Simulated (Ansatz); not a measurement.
Functionals compared on a constructed model of the (111) surface of fcc Pt, a pseudomorphic layer of Sn in the host's stacking (bottom of the slab: a bare face, its two planes held), in Ansatz (plane waves, PAW). The structure was relaxed with PBE; the other rows are single points on it. Cutoff 420 eV (500 eV for r2SCAN).

Slab: 7 atoms, 13.8 Å thick at the start; k 15x15x1, smearing 0.1 eV, dipole-corrected; 2 atoms held, the rest relaxed; start symmetry kept, larger cells not searched; no spin, no spin-orbit, no U. It is one candidate, not shown to be the stable structure of the face. These notes are the PBE run's.

```json
[
 {"functional": "PBE", "work function of the top face (eV)": "3.64", "rough cost of the single point": "–"},
 {"functional": "RPBE", "work function of the top face (eV)": "3.52", "rough cost of the single point": "about 40 core-seconds (a rough figure)"},
 {"functional": "r2SCAN", "work function of the top face (eV)": "3.70", "rough cost of the single point": "roughly 70 core-seconds"}
]
```

Ansatz is a first-principles code.
